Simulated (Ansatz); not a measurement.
## Ge: isotropic strain −5.25 %

Start from Ge in the diamond structure (space group Fd-3m, No. 227; a = 5.7622 Å).

Perturbation: every lattice vector is shortened by 5.25 %, atoms relaxed at fixed cell.

Method: Ansatz (a program for electronic structure) PBE, spin-orbit coupling left out, earlier PAW set. Γ-centred 14×14×14 mesh, Fermi–Dirac width 0.05 eV.

```csv
quantity,base,changed,shift
volume per atom,23.92 Å³,20.34 Å³,-3.572 Å³
space group,Fd-3m (No. 227),Fd-3m (No. 227),–
shortest interatomic distance,2.495 Å,2.364 Å,-0.131 Å
energy relative to the base (free energy F),0 meV/atom,+134 meV/atom,+134 meV/atom
band gap,zero,0.40 eV,–
gap character,absent,"indirect, Γ → Γ–X (80 % along)",–
electron mass,–,"0.93 mₑ along k, 0.18 mₑ across (off the special points)",–
"hole mass (degenerate bands, along [100])",–,"0.047, 0.20, 0.20 mₑ (at Γ)",–
"valley order (the lowest conduction-band minima on the path, energy above the VBM, named in the base's zone)",–,"a point along ⟨100⟩, about 0.9 Å⁻¹ from Γ 0.40 eV; L along ⟨111⟩ 0.53 eV; Γ 1.04 eV",–
```

Final structure:

```yaml
crystal:
  lattice:
    - [0.00000, 2.72985, 2.72985]
    - [2.72985, 0.00000, 2.72985]
    - [2.72985, 2.72985, 0.00000]
  atoms:
    - { symbol: Ge, position: [0.50000, 0.50000, 0.50000] }
    - { symbol: Ge, position: [0.75000, 0.75000, 0.75000] }
```

Effective masses come from finite differences of ±0.01 Å⁻¹. Along k means along the line from Γ to the band edge. Stability against distortions was not tested. The zero or small gap of Ge can change with the level of theory.
